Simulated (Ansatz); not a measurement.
# BN under load (space group P6_3mc): band-edge transport data

Consider the following.

```
BN
1.0
    2.54225     0.00000     0.00000
   -1.27113     2.20166     0.00000
    0.00000     0.00000     4.16788
B N
2 2
Direct
  0.33333   0.66667   0.00018
  0.66667   0.33333   0.50018
  0.33333   0.66667   0.37482
  0.66667   0.33333   0.87482
```

The numbers are results of PBE, rigid bands (plane waves, PAW, scalar-relativistic; Ansatz, a quantum-chemistry and plane-wave program), not measurements. Condition of this run: uniaxial stress along c of 9 GPa (compression positive) (the target of the relaxation). Cell: cell and atoms relaxed with PBEsol, then loaded as said.

```
Property                                                                                                                                                          Result
---------------------------------------------------------------------------------------------------------------------------------------  -------------------------------
band gap                                                                                                                                                         5.22 eV
electron conductivity mass (300 K, dilute)                                                                                               0.52 (x), 0.52 (y), 0.30 (z) mₑ
hole conductivity mass (300 K, dilute)                                                                                                   0.85 (x), 0.85 (y), 1.25 (z) mₑ
effective density of states N_c (300 K)                                                                                                                      1.4e19 cm⁻³
effective density of states N_v (300 K)                                                                                                                      5.0e19 cm⁻³
density-of-states mass, electrons                                                                                                                                0.66 mₑ
density-of-states mass, holes                                                                                                                                    1.58 mₑ
Seebeck coefficient, n-type 1e19 cm⁻³, 300 K                                                                                                                   -250 μV/K
best n-type power factor at 300 K for τ = 10 fs (best axis; densities from 1e16 to 1e21 cm⁻³ tried, whether or not they can be reached)      7.6 μW/(cm·K²) at 3e19 cm⁻³
Seebeck coefficient, p-type 1e19 cm⁻³, 300 K                                                                                                                    353 μV/K
best p-type power factor at 300 K for τ = 10 fs (best axis; densities from 1e16 to 1e21 cm⁻³ tried, whether or not they can be reached)      9.3 μW/(cm·K²) at 1e20 cm⁻³
```

Rigid bands; masses and Seebeck coefficients take one relaxation time τ for all states and one kind of carrier; polarons and phonon drag are left out. Spin-orbit coupling is left out. Geometry: cell and atoms relaxed with PBEsol.
